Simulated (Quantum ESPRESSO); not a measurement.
A self-consistent single point of Mg6AlSn (Amm2, 8 atoms in the cell) with Quantum ESPRESSO.

Method of the run: PBEsol, SSSP 1.1.2 efficiency (PBE) pseudopotentials (plane waves; Quantum ESPRESSO 7.5).

```xyz
8
Lattice="5.2819 0.0000 0.0000 0.0000 3.2264 5.4576 0.0000 -3.2264 5.4576" Properties=species:S:1:pos:R:3 pbc="T T T"
Mg     2.6410     1.6116     6.3689
Mg     2.6410    -1.6116     6.3689
Mg     0.0000     1.6478     4.5429
Mg     0.0000    -1.6478     4.5429
Mg     0.0000     0.0000     7.3002
Mg     0.0000     0.0000     1.8092
Al     2.6410     0.0000     9.0893
Sn     2.6410     0.0000     3.6384
```

Reference input (self-consistent single point, DFT, PBEsol, plane waves, SSSP 1.1.2 efficiency (PBE) pseudopotentials): ecutwfc = 40 Ry; ecutrho = 320 Ry; occupations = smearing; smearing = marzari-vanderbilt; degauss = 0.0073499 Ry; input_dft = pbesol; K_POINTS = automatic 4 3 3 0 0 0; conv_thr = 1e-10 Ry; mixing_beta = 0.3. This run's input differs from it in these lines:

```diff
@@ -38,3 +38,3 @@
 K_POINTS {automatic}
-4 3 3  0 0 0
+10 10 10  0 0 0
 CELL_PARAMETERS {angstrom}
```

Output (repeated stretches shortened):

```
     Self-consistent Calculation

     iteration #  1     ecut=    40.00 Ry     beta= 0.30

---- Real-time Memory Report at c_bands before calling an iterative solver
           443 MiB given to the printing process from OS
           374 MiB allocation reported by mallinfo(arena+hblkhd)
------------------

     total energy              =    -397.89593355 Ry
     estimated scf accuracy    <       0.35093941 Ry

     iteration #  2     ecut=    40.00 Ry     beta= 0.30

---- Real-time Memory Report at c_bands before calling an iterative solver
           756 MiB given to the printing process from OS
   [... lines left out ...]

---- Real-time Memory Report at c_bands before calling an iterative solver
           788 MiB given to the printing process from OS
           430 MiB allocation reported by mallinfo(arena+hblkhd)
------------------

     total energy              =    -397.91097740 Ry
     estimated scf accuracy    <          3.1E-10 Ry

     iteration # 13     ecut=    40.00 Ry     beta= 0.30

---- Real-time Memory Report at c_bands before calling an iterative solver
           789 MiB given to the printing process from OS
           430 MiB allocation reported by mallinfo(arena+hblkhd)
------------------
     c_bands:  1 eigenvalues not converged
     End of self-consistent calculation

     the Fermi energy is     4.8860 ev

!    total energy              =    -397.91097740 Ry
     estimated scf accuracy    <          8.0E-11 Ry
     smearing contrib. (-TS)   =      -0.00004654 Ry
     internal energy E=F+TS    =    -397.91093086 Ry

      -> PAW hartree energy AE =       5.48912185 Ry
      -> PAW hartree energy PS =      -5.47429767 Ry
      -> PAW xc energy AE      =    -225.71087427 Ry
      -> PAW xc energy PS      =       9.32560866 Ry
      -> total E_H with PAW    =      65.18867242 Ry
      -> total E_XC with PAW   =    -275.46504275 Ry

     convergence has been achieved in  13 iterations

     Forces acting on atoms (cartesian axes, Ry/au):

     atom    1 type  1   force =     0.00000000   -0.00037698    0.00049122
   [... lines left out ...]

     Total force =     0.002601     Total SCF correction =     0.000005

          total   stress  (Ry/bohr**3)                   (kbar)     P=      -28.06
  -0.00023970   0.00000000   0.00000000          -35.26        0.00        0.00
   0.00000000  -0.00016252   0.00000000            0.00      -23.91        0.00
   0.00000000   0.00000000  -0.00016997            0.00        0.00      -25.00

   JOB DONE.
```

The run converged in 13 iterations. Against the reference run the free energy rises by 24.2 meV/atom, the pressure goes from -3.01 to -2.81 GPa and the largest force goes from 0.059 to 0.038 eV/Å. The full log also holds: “c_bands:  1 eigenvalues not converged”.

The starting cell comes from a database of computed structures (which also holds hypothetical and non-ambient phases and stackings), without a prior relaxation at this level. Its lattice was rescaled by a random factor within 2.5 % of one.

Cost on one core of a shared machine: roughly 8 min.
